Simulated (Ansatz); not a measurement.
Start from CuCl in the zinc blende structure (space group F-43m, No. 216).

```xyz
2
Lattice="0.0000 2.6449 2.6449 2.6449 0.0000 2.6449 2.6449 2.6449 0.0000" Properties=species:S:1:pos:R:3 pbc="T T T"
Cu     0.0000     0.0000     0.0000
Cl     1.3224     1.3224     1.3224
```

Computed with DFT with PBEsol, PAW potentials and a 420 eV plane-wave cutoff in Ansatz (a program for electronic structure), no SOC.

Before the change:

| Item | Value |
|---|---|
| Gap between the host's bands | 0.55 eV |
| Gap character | direct at Γ |

Now apply this change: hole doping at 5.0×10^21 cm⁻³ (0.185 per cell), with a uniform compensating background at fixed cell and a 300 K Fermi–Dirac width.

Predict the new Fermi level from band edge.

The Fermi level relative to the doped band's edge (positive inside the band; to 0.05 eV) is +0.25 eV.

How does this affect the gap between the host's bands?

The gap between the host's bands increases by 0.385 eV (0.55 eV → 0.94 eV).

What happens to the gap character?

The gap character is still direct at Γ.

Carriers are added with a uniform compensating background; total energy and stress of such cells depend on the potential's zero and are not compared; many-body gap narrowing is missing at this level. Stability against distortions was not tested. No Hubbard U is applied. All final runs are without spin polarisation.
